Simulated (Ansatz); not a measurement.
Consider the energy of one form of ZrO2 over another. The value is E(A) − E(B), in meV per atom.

A: ZrO2 (Pca2₁), 12 atoms in the cell, k-point mesh 8×8×6 on the run's own vectors.
```yaml
crystal:
  lattice:
    - [0.00000, 5.09800, 0.00000]
    - [0.00000, 0.00000, 5.12793]
    - [5.32460, 0.00000, 0.00000]
  atoms:
    - { symbol: Zr, position: [0.73432, 0.74998, 0.03048] }
    - { symbol: Zr, position: [0.26568, 0.24998, 0.96952] }
    - { symbol: Zr, position: [0.73432, 0.24998, 0.46952] }
    - { symbol: Zr, position: [0.26568, 0.74998, 0.53048] }
    - { symbol: O, position: [0.46558, 0.50162, 0.22561] }
    - { symbol: O, position: [0.53442, 0.00162, 0.77439] }
    - { symbol: O, position: [0.46558, 0.00162, 0.27439] }
    - { symbol: O, position: [0.53442, 0.50162, 0.72561] }
    - { symbol: O, position: [0.93518, 0.60440, 0.36438] }
    - { symbol: O, position: [0.06482, 0.10440, 0.63562] }
    - { symbol: O, position: [0.93518, 0.10440, 0.13562] }
    - { symbol: O, position: [0.06482, 0.60440, 0.86438] }
```

B: ZrO2 (P2₁/c), 12 atoms in the cell, k-point mesh 8×8×6 on the run's own vectors.
```xyz
12
Lattice="5.1893 0.0000 -0.0118 0.0000 5.2417 0.0000 -0.8918 0.0000 5.3046" Properties=species:S:1:pos:R:3 pbc="T T T"
Zr     3.0541     5.0119     4.1813
Zr     1.2433     0.2299     1.1115
Zr     0.7974     2.3910     3.7639
Zr     3.5000     2.8507     1.5290
O     -0.4215     0.9112     4.5091
O      4.7190     4.3305     0.7837
O      4.2731     3.5321     3.4361
O      0.0244     1.7096     1.8568
O      2.8265     1.3458     0.1246
O      1.4710     3.8960     5.1682
O      1.9169     3.9666     2.5159
O      2.3805     1.2751     2.7770
```

Computed with Ansatz (plane waves, PAW), its PAW set soft_1, cutoff 420 eV. The structures are at rest with PBE; other levels are single points on them. HSE06 runs on coarser k-point meshes, mended by the PBE difference between the two meshes. Neutral cells; Fermi-Dirac smearing of at most 0.05 eV in the solids, energies taken to zero width. The lattices are those relaxed with PBE, so at other levels the solids can be strained, which adds to the spread. A dispersion term (D3(BJ), or D4 for r2SCAN) was computed beside these levels and is taken off wherever the name lacks it. Space groups of crystals are read within 0.01 Å. Static lattices, no vibrational contributions. No structure search was made; lower ones may exist.

Question: Predict the value from PBE.

Answer: 24 meV/atom for A less B, so ZrO2 (P2₁/c) (B) lies lower.

Question: List the value at the remaining levels and say how far they part.

Answer: 
| Functional | value (meV/atom) | less PBE |
|---|---|---|
| HSE06 | 22 | -2 |

The levels shown span only 2 meV/atom, too little to tell them apart.

Ansatz is a program for electronic structure.
